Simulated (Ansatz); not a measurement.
Point defect Zn_B in zinc-blende BAs

Method: PBE, PAW (plane waves to 420 eV; Ansatz, an electronic-structure program). Cell: 64 sites, 2×2×2; final energies on a 2×2×2 shifted mesh. Site at the start: the B site. Charged cells carry a point-charge image correction with potential alignment at far atoms. Dielectric constants: PBE linear response of the host. Host gap at this level: 1.20 eV. Finite-size and sampling errors can reach tenths of an eV here. Levels are measured in PBE's own, too narrow, gap. Spin–orbit coupling is left out. Each state is the lowest found from its start.

```
charge         moment (μB)  largest move off a lattice site (Å)  image correction with alignment (eV)
------  ------------------  -----------------------------------  ------------------------------------
+1*     not spin-polarised                                 0.23                                     –
0*              fractional                                 0.21                                     –
−1      not spin-polarised                                 0.19                                  0.06
```

* At this level the carrier isn't localised at the defect: at charge +1 holes occupy the valence band; at charge 0 holes occupy the valence band. Such a state is shallow or no state of the defect, and this cell gives it no level.

Flagged in the runs: a doubtful potential alignment.
